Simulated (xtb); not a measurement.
xtb 6.7.1, GFN2-xTB: Zr(OMe)3(NH2) (C[O][Zr]([NH2])([O]C)[O]C), 19 atoms. The geometry is a generated start, not checked to be a minimum at this level.

| Item | Result |
|---|---|
| method | GFN2-xTB |
| --acc | 1 (default) |
| --etemp (K) | 300 (default) |
| detailed input (--input) | none: ANC optimiser, Lindh (1995) Hessian, microcycle=20, maxdispl=1.0, hlow=0.01 (default) |
| basis functions | 49 |
| valence electrons | 50 |

```xyz
19

Zr     0.4153     0.1648     0.2939
O     -1.2712    -0.0985    -0.5403
C     -2.2863    -0.5463     0.3132
H     -2.8163     0.3111     0.7713
H     -3.0223    -1.1263    -0.2644
H     -1.8838    -1.1953     1.1214
O      1.6474     0.7235    -1.0453
C      1.2192     1.9079    -1.6599
H      1.1717     2.7409    -0.9274
H      1.9365     2.1881    -2.4480
H      0.2224     1.7668    -2.1308
O      0.8950    -1.4758     1.1224
C      1.0927    -2.4356     0.1203
H      1.3671    -1.9628    -0.8542
H      1.9052    -3.1179     0.4160
H      0.1745    -3.0373    -0.0190
N      0.0691     1.6023     1.6926
H     -0.2256     1.2677     2.6202
H     -0.6105     2.3228     1.4182
```

Charge 0 and multiplicity 1 are set for this test and not shown to be the ground state.

The structure is relaxed from this start with --opt LEVEL for the levels crude, sloppy, loose, lax, normal, tight, vtight, extreme, once each. Up to the end of the extreme run atoms move by at most 0.78 Å along an axis.

Question: What is the loosest level that ends within 1 meV of the extreme run, and how many cycles does it take?

Answer: normal: 34 cycles against 56, ending 0.47 meV above.

| level | cycles | energy above the extreme run (meV) | gradient norm (eV/Å) |
|---|---|---|---|
| crude | 1 | 24 | 0.19 |
| sloppy | 1 | 24 | 0.19 |
| loose | 1 | 24 | 0.19 |
| lax | 14 | 7.8 | 0.057 |
| normal | 34 | 0.47 | 0.029 |
| tight | 42 | 0.072 | 0.024 |
| vtight | 51 | under 0.01 | 0.0032 |
| extreme | 56 | — | 0.0011 |
